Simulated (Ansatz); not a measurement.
**TaAlO4 (space group C2/m, No. 12)**

```yaml
crystal:
  lattice:
    - [6.07718, -1.89096, 0.00000]
    - [6.07718, 1.89096, 0.00000]
    - [-1.96570, 0.00000, 6.14772]
  atoms:
    - { symbol: Ta, position: [0.10581, 0.10581, 0.23192] }
    - { symbol: Ta, position: [0.89419, 0.89419, 0.76808] }
    - { symbol: Al, position: [0.20089, 0.20089, 0.82050] }
    - { symbol: Al, position: [0.79911, 0.79911, 0.17950] }
    - { symbol: O, position: [0.64153, 0.64153, 0.20216] }
    - { symbol: O, position: [0.35847, 0.35847, 0.79784] }
    - { symbol: O, position: [0.05741, 0.05741, 0.86498] }
    - { symbol: O, position: [0.94259, 0.94259, 0.13502] }
    - { symbol: O, position: [0.85882, 0.85882, 0.47486] }
    - { symbol: O, position: [0.14118, 0.14118, 0.52514] }
    - { symbol: O, position: [0.73770, 0.73770, 0.85768] }
    - { symbol: O, position: [0.26230, 0.26230, 0.14232] }
```

Method: PBEsol (Ansatz, an electronic-structure program; PAW; 420 eV plane waves; no spin-orbit coupling). k-mesh 7×7×5 (Γ-centred); smearing 0.05 eV (Fermi–Dirac).

```json
{
  "volume_per_atom": "11.77 Å³",
  "density": "6.39 g/cm³",
  "band_gap": "4.13 eV, indirect, M₂–D (83 % along) → A",
  "total_energy": "-2097.025 eV/atom (σ→0; compares only within this code and set-up)"
}
```

With Ta present, leaving out spin-orbit coupling can change the band edges. Whether these cells are dynamically stable was not tested.
